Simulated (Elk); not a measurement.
Band structure of PtAu (R-3m, 2 atoms in the cell).

```yaml
crystal:
  lattice:
    - [1.40965, 0.81386, 4.75341]
    - [-1.40965, 0.81386, 4.75341]
    - [0.00000, -1.62772, 4.75341]
  atoms:
    - { symbol: Pt, position: [0.50000, 0.50000, 0.50000] }
    - { symbol: Au, position: [0.00000, 0.00000, 0.00000] }
```

Method of the run: LDA (PW92), all-electron FP-LAPW, Elk's shipped species files, default APW+lo basis in Elk 10.2.4.

Settings: xctype = 3; rgkmax = 7; stype = 3; swidth = 0.00183747 Ha; ngridk = 11 11 11; rmtscf = 0.89.

The starting cell comes from a database of computed structures (which also holds hypothetical and non-ambient phases and stackings), without a prior relaxation at this level. Spin-orbit coupling is off. Spin polarisation is off. Values depend on the basis (sphere radii, cutoffs, local orbitals), which need not be converged.

Levels in eV from the Fermi level, bands 28 to 35:
| point | 28 | 29 | 30 | 31 | 32 | 33 | 34 | 35 |
|---|---|---|---|---|---|---|---|---|
| B | -2.08 | -1.10 | -0.38 | 4.32 | 4.75 | 5.24 | 5.96 | 10.47 |
| Z | -2.77 | -2.50 | -2.50 | -0.80 | -0.80 | 11.64 | 12.03 | 16.28 |
| Γ | -2.02 | -2.02 | -0.57 | -0.25 | -0.25 | 4.24 | 14.75 | 14.99 |
| X | -1.97 | -1.18 | -0.45 | 4.08 | 4.76 | 5.12 | 7.51 | 8.66 |

Bands cross the Fermi level along this path, so the cell is metallic at this level.
